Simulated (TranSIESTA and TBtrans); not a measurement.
Junction: furan-2,5-diyl held by thiolate S between two Au chains. Leads: straight Au chain, spacing 2.55 Å. Geometry: 11 atoms about the centre moved by SIESTA (PBE, SZP) to a largest force of 0.08 eV/Å, all others as built. Transport runs along z; the first 6 and the last 6 of the 27 atoms are the lead cells, repeated to infinity.

```xyz
27
Lattice="13.404 0.000 0.000 0.000 13.404 0.000 0.000 0.000 50.625" Properties=species:S:1:pos:R:3 pbc="F F T"
Au     6.702     6.702     0.000
Au     6.702     6.702     2.550
Au     6.702     6.702     5.100
Au     6.702     6.702     7.650
Au     6.702     6.702    10.200
Au     6.702     6.702    12.750
Au     6.702     6.702    15.300
Au     6.702     6.702    17.850
Au     6.584     6.813    20.370
S      7.799     5.495    21.774
C      7.629     6.680    23.091
C      8.433     7.821    23.460
C      7.814     8.436    24.609
C      6.662     7.638    24.961
S      5.488     7.789    26.291
O      6.537     6.567    24.015
H      9.397     8.138    22.900
H      8.132     9.392    25.179
Au     6.814     6.586    27.703
Au     6.702     6.702    30.225
Au     6.702     6.702    32.775
Au     6.702     6.702    35.325
Au     6.702     6.702    37.875
Au     6.702     6.702    40.425
Au     6.702     6.702    42.975
Au     6.702     6.702    45.525
Au     6.702     6.702    48.075
```

Run with TranSIESTA and TBtrans (open boundaries, self-consistent; PseudoDojo norm-conserving potentials, scalar-relativistic): PAO.BasisSize DZP, PAO.EnergyShift 0.15 eV, XC.Authors PBE, Mesh.Cutoff 150 Ry, ElectronicTemperature 300 K, TS.Voltage 0.0 eV, TBT.Elecs.Eta 0.001 eV, no spin polarisation.

Energies count from the leads' Fermi level. Transmissions are for one spin of a degenerate pair. The energy step is 0.02 eV; narrower resonances are cut or missed.

| E (eV) | T |
|---|---|
| -0.20 | 0.912 |
| -0.16 | 0.930 |
| -0.12 | 0.956 |
| -0.08 | 0.910 |
| -0.04 | 0.877 |
| 0.00 | 0.867 |
| 0.04 | 0.889 |
| 0.08 | 0.890 |
| 0.12 | 0.887 |
| 0.16 | 0.882 |
| 0.20 | 0.876 |

Task: Give the zero-bias conductance in μS and the resistance at 300 K.

Result: At the Fermi level T = 0.867. Averaged with −∂f/∂E over the full grid (kT = 25.9 meV) it is 0.881. With G0 = 2e²/h = 77.48 μS, G = 68.3 μS and R = 1/G = 14.6 kΩ.

Task: The eigenchannels at the Fermi level transmit 0.867. What Fano factor of the shot noise follows at low temperature and bias?

Result: F = Σ τ(1 − τ)/Σ τ = 0.115/0.867 = 0.13.

The leads' channel count changes near -0.01 eV, within the thermal window, so values at the Fermi level hang on where that band edge falls. The leads are straight chains one atom wide, held at their spacing: model electrodes, not surfaces. Semilocal functionals put molecular levels too close to the Fermi level and tend to overestimate such conductances.
